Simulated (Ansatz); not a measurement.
Total g(r) from a molecular-dynamics run [in the run: one k-point, which a denser mesh shifts by 0.5 GPa in pressure and 0.09 eV/Å in forces]. Computed with PBE (plane waves, PAW; Ansatz, an electronic-structure program).

```
r (Å) | g(r)
     1.02 |  0.00
     1.14 |  0.00
     1.26 |  0.00
     1.38 |  0.00
     1.50 |  0.00
     1.62 |  0.00
     1.74 |  0.00
     1.86 |  0.00
     1.98 |  0.00
     2.10 |  0.00
     2.22 |  0.00
     2.34 |  0.00
     2.46 |  0.00
     2.58 | ### 0.83
     2.70 | ############################## 7.33
     2.82 | ############ 3.01
     2.94 |  0.10
     3.06 | ####### 1.68
     3.18 | ################# 4.28
     3.30 | # 0.21
     3.42 |  0.00
     3.54 |  0.00
     3.66 |  0.00
     3.78 |  0.00
     3.90 |  0.00
     4.02 |  0.00
     4.14 |  0.00
     4.26 | # 0.14
     4.38 | ########## 2.53
     4.50 | ############# 3.26
     4.62 | # 0.32
```

Which system gave this curve?
A) Si15B, liquid, 1782 K
B) Mo (bcc), crystal, 306 K, 4.1 GPa
C) Si15P, liquid, 1708 K
D) Li2O (antifluorite type), crystal, 1467 K

B, Mo (bcc), crystal, 306 K, 4.1 GPa
